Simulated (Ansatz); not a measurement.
LiF (model structure, P6₃/mmc, No. 194, 4 atoms in the cell), treated with PBEsol (PAW; Ansatz, an electronic-structure program).

Numerical settings: plane-wave cutoff 520 eV, 12×12×8 k mesh (along the axes of the cell as run), Fermi–Dirac smearing 0.01 eV, scalar-relativistic PAW data made under PBE.

Cell (relaxed at this level):

Space group P6₃/mmc (No. 194); a = b = 3.2960 Å, c = 4.0136 Å, α = β = 90.00°, γ = 120.00°

```tsv
atom	site	symmetry	x	y	z
Li	2d	-6m2	0.6667	0.3333	0.2500
F	2c	-6m2	0.3333	0.6667	0.2500
```

### Question
Predict the band gap.

### Answer

* **band gap**: 7.59 eV (direct)

Note: the relaxation could raise the start's symmetry but not lower it, so the cell can be a saddle point.

The computed numbers hold no vibrational or temperature effects.

Cost on a shared machine: roughly 4 core-seconds.

A model structure was made by putting elements into a prototype or built by hand; it is no filed structure, need not be a known phase, and can be a saddle point held by its symmetry.
